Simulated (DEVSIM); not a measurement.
System: illuminated Si n-on-p cell, one wavelength, at 300 K.

```tsv
layer (left to right)	material	thickness (μm)	Nd (cm⁻³)	Na (cm⁻³)	τn (s)	τp (s)	absorption coefficient (cm⁻¹)
1	Si	0.120	2.4e18	-	1.6e-8	2.1e-8	18000
2	Si	210	-	3.1e16	1.5e-6	1.5e-6	18000
```

Left contact: ohmic, minority hole recombination velocity 10 cm/s. Right contact: ohmic, minority electron recombination velocity 7e6 cm/s. Voltage is applied to the left contact. Recombination: SRH at mid-gap, radiative, Auger. Gap narrowing is on: ΔEg = 6.92 meV × (l + √(l² + 0.5)), l = ln(N/1.3e17 cm⁻³), shared equally by both band edges. Light enters at the left, 1.2e18 photons cm⁻² s⁻¹, one pass, no reflection. Mobility is μmin + (μ − μmin)/(1 + (N/Nref)^α).

The device is made up for the run: typed textbook-type constants, with dimensions and the other settings drawn at random. Values at 300 K.

```tsv
parameter	Si
gap (eV)	1.124
affinity (eV)	4.05
permittivity	11.7
Nc (cm⁻³)	2.86e19
Nv (cm⁻³)	3.1e19
μn (cm²/Vs)	1417
μp (cm²/Vs)	470
μn,min	52
μp,min	45
Nref,n	9.7e16
Nref,p	2.2e17
αn	0.68
αp	0.72
B (cm³/s)	4.7e-15
Cn (cm⁶/s)	2.8e-31
Cp (cm⁶/s)	9.9e-32
```

Model (solved in DEVSIM): 1D drift-diffusion, Boltzmann statistics, complete ionisation; no tunnelling, impact ionisation, image-force lowering or self-heating.

The doping Nd of layer 1 was swept, all else fixed.

```
doping Nd of layer 1 (cm^-3)  dark forward voltage at 100 A/cm² (V)  potential step across the device at zero bias (V)  largest field in the device at zero bias (V/cm)
----------------------------  -------------------------------------  -------------------------------------------------  -----------------------------------------------
7.2e16                                                        1.064                                              0.789                                            70000
2.4e17                                                        1.062                                              0.816                                            81000
7.2e17                                                        1.060                                              0.837                                            87000
2.4e18                                                        1.057                                              0.860                                           100000
7.2e18                                                        1.056                                              0.881                                           130000
```

From the first row to the last the dark forward voltage at 100 A/cm² goes from 1.064 to 1.056. From the first row to the last the potential step across the device at zero bias goes from 0.789 to 0.881.
